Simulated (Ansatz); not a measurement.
The parent structure is NiSi (space group Pnma, No. 62; non-magnetic).

```
NiSi
1.0
    5.12299     0.00000     0.00000
    0.00000     3.34183     0.00000
    0.00000     0.00000     5.56815
Ni Si
4 4
Direct
  0.50763   0.25000   0.68873
  0.00763   0.25000   0.81127
  0.49237   0.75000   0.31127
  0.99237   0.75000   0.18873
  0.67882   0.25000   0.08326
  0.17882   0.25000   0.41674
  0.32118   0.75000   0.91674
  0.82118   0.75000   0.58326
```

Method: Ansatz (a first-principles code), r2SCAN, PAW, cutoff 500 eV, without spin-orbit coupling, earlier PAW set.

One change was made to it. Results:

| quantity | base | after |
|---|---|---|
| shortest interatomic distance | 2.265 Å | 2.264 Å |
| density | 6.05 g/cm³ | 6.06 g/cm³ |
| band gap | zero | zero |

Problem. Name the change that was made.
A) pressure 10 GPa
B) pressure 0.3 GPa
C) pressure −1 GPa

Solution. B, pressure 0.3 GPa. For comparison, the density in the other runs: pressure 10 GPa gives 6.36 g/cm³; pressure −1 GPa gives 6.01 g/cm³.

Load acts through the strain it causes; cell and atoms are relaxed under it. No phonon test of stability was made. Competing high-pressure phases were not computed. Seeded moments were not kept for the base. All final runs are without spin polarisation.
